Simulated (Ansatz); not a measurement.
Take Ru in the hcp (Mg type) structure (space group P6_3/mmc, No. 194; a = 2.691 Å, c = 4.249 Å; relaxed with 0.1 eV smearing) as the base.

Calculations: Kohn–Sham DFT with the PBEsol functional, run in Ansatz (a program for electronic structure) with PAW and 420 eV plane waves, without spin-orbit coupling.

Base values:

Pressure: 0.0 GPa
Band gap: zero

Perturbation: every lattice vector is stretched by 2.50 %; the atoms relax in the strained cell.

Problem. What happens to the energy relative to the base, pressure and band gap?

Solution. The energy increases by 74 meV/atom; the pressure (mean of the normal stresses, compression positive) goes from zero to -21.4 GPa; the band gap stays zero.

Stability against distortions was not tested. The final runs are not spin-polarised.
